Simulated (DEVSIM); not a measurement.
Device: abrupt Si n-p junction, at 300 K.

```csv
layer (left to right),material,thickness (μm),Nd (cm⁻³),Na (cm⁻³),τn (s),τp (s)
1,Si,4.80,1.4e15,-,0.00047,0.00047
2,Si,34.0,-,1e14,0.00047,0.00047
```

Left contact: ohmic. Right contact: ohmic. Voltage is applied to the left contact. Recombination: SRH at mid-gap, radiative. Mobility is μmin + (μ − μmin)/(1 + (N/Nref)^α).

This is a model device: material constants are rounded textbook-type values typed into the input, and sizes, dopings and lifetimes were drawn at random. Values at 300 K.

```
parameter           Si
-------------  -------
gap (eV)         1.124
affinity (eV)     4.05
permittivity      11.7
Nc (cm⁻³)      2.86e19
Nv (cm⁻³)       3.1e19
μn (cm²/Vs)       1417
μp (cm²/Vs)        470
μn,min              52
μp,min              45
Nref,n          9.7e16
Nref,p          2.2e17
αn                0.68
αp                0.72
B (cm³/s)      4.7e-15
```

DEVSIM, 1D drift-diffusion, Boltzmann statistics, complete ionisation; no tunnelling, impact ionisation, image-force lowering or self-heating.

Task: Tabulate band edges, carrier densities and field at 2.0 V on the left contact.

Result: Energies count from the Fermi level of the right contact; mesh points crowd at the junctions.

```
x (μm)   Ec (eV)  Ev (eV)  n (cm⁻³)  p (cm⁻³)  field (V/cm)
-------  -------  -------  --------  --------  ------------
0.000     -1.743   -2.867    1.4e15     83000           ≈ 0
0.03971   -1.743   -2.867    1.4e15     82000           ≈ 0
0.1444    -1.743   -2.867    1.4e15     80000           ≈ 0
0.4206    -1.743   -2.867    1.4e15     75000           ≈ 0
1.597     -1.743   -2.867    1.4e15     53000           ≈ 0
3.447     -1.743   -2.867    1.4e15     18000           ≈ 0
4.281     -1.738   -2.862    1.1e15      3400           460
4.675     -1.641   -2.764    2.6e13       740          5800
4.768     -1.578   -2.702    2.3e12       590          7800
4.803     -1.549   -2.673    7.5e11       570          8500
4.848     -1.511   -2.635    1.7e11       580          8400
5.042     -1.350   -2.474     3.5e8       640          8100
5.484     -1.007   -2.131      2400       850          7400
6.660     -0.242   -1.366      2200      1700          5600
11.72      0.797   -0.327     60000    9.8e13            13
23.13      0.797   -0.327    520000    1.0e14           ≈ 0
32.68      0.797   -0.327    910000    1.0e14           ≈ 0
36.51      0.797   -0.327   1100000    1.0e14           ≈ 0
38.20      0.797   -0.327   1100000    1.0e14           ≈ 0
38.59      0.797   -0.327   1200000    1.0e14           ≈ 0
38.73      0.797   -0.327   1200000    1.0e14           ≈ 0
38.80      0.797   -0.327   1200000    1.0e14           ≈ 0
```
